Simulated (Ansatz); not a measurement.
SiC (model structure, P6₂22, No. 180, 6 atoms in the cell) was calculated with G0W0@PBEsol (Ansatz, an electronic-structure program, plane waves, hard PAW, contour deformation).

The same calculation (at the PBEsol cell, 9.534 Å³/atom) with different numerical settings; throughout: k mesh 3×3×2:

```json
[
 {"run": "1", "response cutoff (eV)": "100", "empty bands": "239", "quasiparticle gap on the mesh (eV)": "2.417", "quasiparticle gap at Γ (eV)": "4.006", "rough time": "30 core-s"},
 {"run": "2", "response cutoff (eV)": "150", "empty bands": "438", "quasiparticle gap on the mesh (eV)": "2.513", "quasiparticle gap at Γ (eV)": "4.082", "rough time": "70 core-s"},
 {"run": "3", "response cutoff (eV)": "200", "empty bands": "675", "quasiparticle gap on the mesh (eV)": "2.559", "quasiparticle gap at Γ (eV)": "4.120", "rough time": "4 core-min"},
 {"run": "4", "response cutoff (eV)": "250", "empty bands": "943", "quasiparticle gap on the mesh (eV)": "2.583", "quasiparticle gap at Γ (eV)": "4.139", "rough time": "10 core-min"},
 {"run": "5", "response cutoff (eV)": "300", "empty bands": "1240", "quasiparticle gap on the mesh (eV)": "2.597", "quasiparticle gap at Γ (eV)": "4.151", "rough time": "20 core-min"},
 {"run": "6", "response cutoff (eV)": "400", "empty bands": "1909", "quasiparticle gap on the mesh (eV)": "2.612", "quasiparticle gap at Γ (eV)": "4.164", "rough time": "40 core-min"}
]
```

In the column quasiparticle gap on the mesh (eV) the first row differs from the last by -0.195 and the next to last by -0.015.

The last row is no converged limit: other settings stay fixed.

A model structure was made by putting elements into a prototype or built by hand; it is no filed structure, need not be a known phase, and can be a saddle point held by its symmetry.
